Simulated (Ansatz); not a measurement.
**How the bulk modulus B0 of BaAl₄ (I4/mmm, No. 139) moves with the method**

No measured value is used here.

| level (code) | value (GPa) | cell (Å³/atom) |
|---|---|---|
| LDA (Ansatz) | 57.9 | 22.33 |
| BLYP (Ansatz) | 42.1 | 25.04 |
| PBEsol (Ansatz) | [?] | 22.91 |
| PBEsol-D3(BJ) (Ansatz) | 59.7 | 22.02 |
| rVV10 (Ansatz) | 50.2 | 23.74 |

### Question
Some entries are withheld; supply them.

### Answer

- PBEsol (Ansatz, a quantum-chemistry and plane-wave program), value (GPa): 55.1

Each level is taken at its own relaxed cell. Ansatz's density-functional and Hartree–Fock values are scalar-relativistic unless marked +SOC, with PAW data made under PBE.
